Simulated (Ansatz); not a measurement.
Checking a run of Ansatz (a program for electronic structure) on AgAuCl4 (P1, 12 atoms in the cell). The aim is a self-consistent single point with DFT, PBEsol, plane waves, default PAW files made with PBE.

Cell that was meant: a = 6.6310 Å, b = 6.6310 Å, c = 13.0890 Å, α = 116.62°, β = 116.62°, γ = 36.03°.

Part of the input:

Ansatz 0.2 input:
```yaml
    - { symbol: Ag, position: [0.525252, 0.479585, 0.252472] }
    - { symbol: Au, position: [-0.008478, -0.003137, -0.005094] }
    - { symbol: Au, position: [-0.019395, 0.019283, 0.499166] }
basis:
  ecutwfc: 170.0
kpoints:
  mp_grid: { grid: [4, 4, 2], shift: [0.5, 0.5, 0.5] }
hamiltonian:
```

The program printed (abridged):

```
   [... lines left out ...]
PAW frozen core: Au, regenerated for the run's functional, and the local potential with it
Initial density: superposition of atomic densities (neutral atoms: chi_scale 0, normalization atom), corrected by the library's trained network
Initial wavefunctions: pseudopotential atomic-orbital guess
Eigensolver: davidson
Functional: x = pbesol(κ = 0.804, μ = 0.12345679012345678), c = pbesol(β = 0.046)
SCF iter   1: F=—  HF=-49446.805484 eV  |F-HF|=—  |Δ(HF+E_count)|=         —  Δρ=1.56e-1  dr2=4.70e1  ethr=1.77e-3  ⟨swp⟩=6.1  Hψ=4812  notcnv=0  defer=46
all-band conjugate gradients solve this SCF's bands
preconditioner: auto → Resta (q_TF=auto, 2.381 Å⁻¹)
SCF iter   2: F=—  HF=-49427.262892 eV  |F-HF|=—  |Δ(HF+E_count)|=    1.95e1  Δρ=5.19e-2  dr2=3.29e0  ethr=1.77e-3  ⟨swp⟩=3.0  Hψ=3230  notcnv=0  defer=86
   [... lines left out ...]
SCF iter   8: F=—  HF=-49425.739060 eV  |F-HF|=—  |Δ(HF+E_count)|=   4.21e-4  Δρ=2.22e-5  dr2=2.60e-6  ethr=9.51e-9  ⟨swp⟩=2.0  Hψ=2080  notcnv=0  defer=104
SCF iter   9: F=—  HF=-49425.739061 eV  |F-HF|=—  |Δ(HF+E_count)|=   4.36e-7  Δρ=7.67e-6  dr2=2.50e-7  ethr=1.97e-9  ⟨swp⟩=2.0  Hψ=1679  notcnv=0  defer=104
SCF iter  10: F=-49425.739061 eV  HF=-49425.739061 eV  |F-HF|=3.68e-9  |Δ(HF+E_count)|=   8.43e-8  Δρ=2.21e-6  dr2=2.43e-8  ethr=7.58e-11  ⟨swp⟩=11.0  Hψ=4815  notcnv=0
SCF 1 converged in 10 iterations: F = -49425.739061 eV  dr2 = 2.43e-8
Free energy (F): -49425.739061 eV
Internal energy: -49425.737152 eV  (E = F + TS)
E sigma→0 (E₀):  -49425.738106 eV
Entropy (-TS):   -0.001908 eV (-0.159 meV/atom)
Fermi energy:    5.125146 eV
--- Forces (eV/Å), atoms counted from 1 ---
  atom   1  Cl    -0.87761370     0.42586318    -0.86963913
  atom   2  Cl    -0.14335943    -0.33033125    -0.60655168
  atom   3  Cl    -0.61250649     1.22810795    -1.63364211
  atom   4  Cl     0.19929332     0.91836733     1.16318653
  atom   5  Cl    -0.24545437    -0.08772330    -0.38485353
  atom   6  Cl    -0.47938923    -0.01403871     0.64171627
  atom   7  Cl     0.21623823     0.19734011     0.04300606
   [... lines left out ...]
  atom  12  Au    -1.28311950    -0.88351237    -0.00788378
--- Stress (GPa, compression-positive) ---
        0.805834       0.322235      -0.502802
        0.322235      -2.127149       0.421595
       -0.502802       0.421595      -0.310914
  P = ⅓ Tr σ = -0.5441 GPa (-5.441 kbar)
  The stress holds the Pulay correction. Without it, at fixed plane waves, as pw.x and ABINIT print it: P = -260.0997 GPa
```

Task: Is anything amiss in this input, and did it matter?

Result: The run is not sound. The fault is a basis or grid far too coarse for these potentials. Far below the cutoff that the potentials were made for, the basis cannot represent the orbitals near the nuclei, and energies, forces and above all the stress go wrong. To fix it, restore the cutoff that the potentials need and check convergence. The run converged in 10 iterations without an error; against the sound input the free energy rises by 10.3 eV/atom, the pressure goes from 0.43 to -0.54 GPa, the largest force goes from 2.528 to 3.711 eV/Å and the gap on the mesh goes from 0.937 to 1.293 eV. At a fixed set of plane waves, without the program's Pulay estimate, the pressure is -260.10 GPa against 0.41 GPa.

The sound input it was made from differs as follows (other fixes are possible):
```diff
-basis:
-  ecutwfc: 170.0
```

With that input, the run converged in 8 iterations: free energy E − TS (on the zero of these files) -49548.9719 eV; gap on the k-point mesh 0.94 eV; pressure 0.43 GPa; largest force (vector length) 2.528 eV/Å (DFT, PBEsol, plane waves, default PAW files made with PBE).

On the sound input: the starting cell comes from a database of published, mostly measured structures (it also holds non-ambient and calculated ones), without a prior relaxation at this level. Its atoms were displaced at random from the sites of space group no. 15. Spin-orbit coupling is off. Forces in this geometry exceed 1 eV/Å. Ansatz's pressure includes its estimate of the finite-basis (Pulay) stress. The shifted mesh does not hold Γ, so a gap read on it misses any band edge there.
